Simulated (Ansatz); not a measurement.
The starting structures come from a database of crystals and need not be the phases stable at ambient conditions.

 Where the default PAW files enter, the runs use the earlier of Ansatz's two default sets.

Crystal: MgCO3 (R-3c, not sure to be the ambient phase, 10 atoms a cell, 9.3 Å³ an atom); planes in its conventional cell.

These are PBEsol (plane waves, PAW; Ansatz, a first-principles code) values and carry that method's errors.

The gap is the functional's own. No spin-orbit coupling. Mid-gap values are interpolated on the energy grid.

| plane | area of the cell (Å²) | mid-gap κ (1/Å) | largest κ in the gap (1/Å) |
|---|---|---|---|
| (001) | 18.6 | 0.67 | 0.67 |
| (101) | 23.9 | (withheld) | (withheld) |

The slowest decay depends on the direction. Supply the withheld values.


- (101), mid-gap κ (1/Å): 0.48
- (101), largest κ in the gap (1/Å): 0.48
